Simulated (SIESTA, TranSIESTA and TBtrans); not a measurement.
Run with TranSIESTA and TBtrans (open boundaries, self-consistent; PseudoDojo norm-conserving potentials, scalar-relativistic): Spin polarized, PAO.BasisSize DZP, PAO.EnergyShift 0.15 eV, XC.Authors PBE, Mesh.Cutoff 200 Ry, ElectronicTemperature 300 K, TS.Voltage 0.0 eV, TBT.Elecs.Eta 0.001 eV.

System: Ta chain with one O atom inserted. Leads: straight Ta chain, spacing 2.35 Å. Geometry: 3 atoms about the centre moved by SIESTA (PBE, DZP) to a largest force of 0.03 eV/Å, all others as built, motion along the axis alone. Transport runs along z; the first 6 and the last 6 of the 21 atoms are the lead cells, repeated to infinity.

```xyz
21
Lattice="9.000 0.000 0.000 0.000 9.000 0.000 0.000 0.000 48.300" Properties=species:S:1:pos:R:3 pbc="F F T"
Ta     4.500     4.500     0.000
Ta     4.500     4.500     2.350
Ta     4.500     4.500     4.700
Ta     4.500     4.500     7.050
Ta     4.500     4.500     9.400
Ta     4.500     4.500    11.750
Ta     4.500     4.500    14.100
Ta     4.500     4.500    16.450
Ta     4.500     4.500    18.800
Ta     4.500     4.500    21.064
O      4.500     4.500    22.977
Ta     4.500     4.500    24.885
Ta     4.500     4.500    27.150
Ta     4.500     4.500    29.500
Ta     4.500     4.500    31.850
Ta     4.500     4.500    34.200
Ta     4.500     4.500    36.550
Ta     4.500     4.500    38.900
Ta     4.500     4.500    41.250
Ta     4.500     4.500    43.600
Ta     4.500     4.500    45.950
```
Starting moments (μB): atom 7 +1, atom 8 +1, atom 9 +1, atom 10 +1, atom 11 +0.5, atom 12 +1, atom 13 +1, atom 14 +1, atom 15 +1; lead atoms +1 (left) and +1 (right).

Problem. Predict: conductance at 300 K (G0 = 2e²/h); mean T from −0.5 to 0.5 eV; spin polarisation of the conductance, (up − down)/(up + down).

Solution. conductance at 300 K (G0 = 2e²/h): 0.83; mean T from −0.5 to 0.5 eV: 0.84; spin polarisation of the conductance, (up − down)/(up + down): 0.07. The magnetic order of the leads was set by the start, and no other order was tried; the separate lead runs end at 1.06 (left) and 1.06 (right) μB an atom. The straight chain is held at its spacing; free chains may zigzag or dimerise. Spin-orbit coupling, left out here, matters for the heavy atoms.
